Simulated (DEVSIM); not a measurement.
Device: abrupt Si n-p junction, at 300 K.

Layer 1 from the left is Si, thickness (μm) 0.250, Nd (cm⁻³) 4.6e17, τn (s) 5.1e-6, τp (s) 5.1e-6. Layer 2 from the left is Si, thickness (μm) 2.20, Na (cm⁻³) 3.9e15, τn (s) 5.1e-6, τp (s) 5.1e-6.

Left contact: ohmic. Right contact: ohmic. Voltage is applied to the left contact. Recombination: SRH at mid-gap, radiative. Mobility is μmin + (μ − μmin)/(1 + (N/Nref)^α).

This is a model device: material constants are rounded textbook-type values typed into the input, and sizes, dopings and lifetimes were drawn at random. Values at 300 K.

Si: gap (eV) 1.124, affinity (eV) 4.05, permittivity 11.7, Nc (cm⁻³) 2.86e19, Nv (cm⁻³) 3.1e19, μn (cm²/Vs) 1417, μp (cm²/Vs) 470, μn,min 52, μp,min 45, Nref,n 9.7e16, Nref,p 2.2e17, αn 0.68, αp 0.72, B (cm³/s) 4.7e-15.

Model (solved in DEVSIM): 1D drift-diffusion, Boltzmann statistics, complete ionisation; no tunnelling, impact ionisation, image-force lowering or self-heating.

Problem. What does the simulation give for the dark forward voltage at 100 A/cm², the potential step across the device at zero bias?

Solution. dark forward voltage at 100 A/cm² 0.673 V; potential step across the device at zero bias 0.785 V.
